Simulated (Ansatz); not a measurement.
CsCl-type NiAl was calculated with HSE06-D3(BJ) in Ansatz (plane waves, PAW).

Settings: plane-wave cutoff 460 eV, 10×10×10 k mesh, Fermi–Dirac smearing 0.05 eV, no spin polarisation, scalar-relativistic PAW data made under PBE.

Cell (relaxed at this level):

```cif
data_AlNi
_chemical_formula_sum 'Al1 Ni1'
_space_group_name_H-M_alt 'Pm-3m'
_space_group_IT_number 221
_space_group_name_Hall '-P 4 2 3'
_cell_length_a 2.82090
_cell_length_b 2.82090
_cell_length_c 2.82090
_cell_angle_alpha 90.000
_cell_angle_beta 90.000
_cell_angle_gamma 90.000
loop_
_atom_site_label
_atom_site_type_symbol
_atom_site_symmetry_multiplicity
_atom_site_Wyckoff_symbol
_atom_site_fract_x
_atom_site_fract_y
_atom_site_fract_z
_atom_site_occupancy
Al1 Al 1 b 0.50000 0.50000 0.50000 1
Ni1 Ni 1 a 0.00000 0.00000 0.00000 1
```

### Question
What does this level give for the bulk modulus B0 and pressure derivative B′ of the bulk modulus?

### Answer

* **bulk modulus B0**: 191 GPa
* **pressure derivative B′ of the bulk modulus**: 4.4

Measured, for comparison: bulk modulus 156 GPa (room temperature, not corrected to a static lattice; as tabulated in Yamada et al. (2019), arXiv:1910.09660). Computed (rounded) less measured: bulk modulus +22 %.

Note: the run has no spin polarisation, so it can have missed a magnetic state.

Cost on a shared machine: very roughly 13 core-minutes.

Ansatz is a program for electronic structure.
